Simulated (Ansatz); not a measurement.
The starting structures come from a database of crystals and need not be the phases stable at ambient conditions.

By PBEsol, the system below comes out a metal.

A figure of merit of an interconnect metal is its ballistic conductance per area.

Input:

```
CELL_PARAMETERS angstrom
      3.92590     0.00000     0.00000
      0.00000     5.45744     0.00000
      0.00000     0.00000     7.37608
ATOMIC_POSITIONS crystal
  Si 0.75000 0.27675 0.89374
  Si 0.25000 0.72325 0.10626
  Si 0.25000 0.22325 0.39374
  Si 0.75000 0.77675 0.60626
  Rh 0.25000 0.52696 0.80362
  Rh 0.75000 0.47304 0.19638
  Rh 0.75000 0.97304 0.30362
  Rh 0.25000 0.02696 0.69638
  Rh 0.75000 0.84095 0.93008
  Rh 0.25000 0.15905 0.06992
  Rh 0.25000 0.65905 0.43008
  Rh 0.75000 0.34095 0.56992
```

Space group of this cell: Pnma. The cell is taken as given; by PBEsol its mean pressure is -3.4 GPa.

The current flows along the normal of the first two printed cell vectors. No spin-orbit coupling; the value is a mean over 0.1 eV about the Fermi level.

Question: Predict the ballistic conductance per area from Ansatz (an electronic-structure program) with PBEsol.

Answer: 0.58 × 10¹⁵ S/m² for both spins.
